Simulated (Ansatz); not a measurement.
Start from Ti$_{3}$Al (space group P6_3/mmc, No. 194).

```xyz
8
Lattice="5.7474 0.0000 0.0000 -2.8737 4.9774 0.0000 0.0000 0.0000 4.6319" Properties=species:S:1:pos:R:3 pbc="T T T"
Ti     2.8737     3.2833     1.1580
Ti    -1.4065     4.1303     3.4739
Ti     1.4671     0.8471     1.1580
Ti     0.0000     1.6941     3.4739
Ti     4.2802     0.8471     1.1580
Ti     1.4065     4.1303     3.4739
Al     0.0000     3.3182     1.1580
Al     2.8737     1.6591     3.4739
```

Cartesian axes are those of the cell as printed.

Computed with r2SCAN/PAW in Ansatz (a program for electronic structure), no spin-orbit coupling, earlier PAW set.

Before the change:

The shortest interatomic distance is 2.813 Å. The pressure is 0.0 GPa.

Now apply this change: compressive biaxial strain of 1.70 % in the plane normal to [001], as in epitaxy on a mismatched substrate; the out-of-plane cell vector and the atoms relax.

Question: Estimate the effect on the energy relative to the base.

Answer: The energy rises by 8.0 meV/atom.

Question: What does the calculation give for the shortest interatomic distance after the change?

Answer: The shortest interatomic distance falls by 0.049 Å, from 2.813 Å to 2.764 Å.

Question: Predict the new pressure.

Answer: The pressure (mean of the normal stresses, compression positive) goes from zero to 3.2 GPa.

Whether these cells are dynamically stable was not tested. All final runs are without spin polarisation.
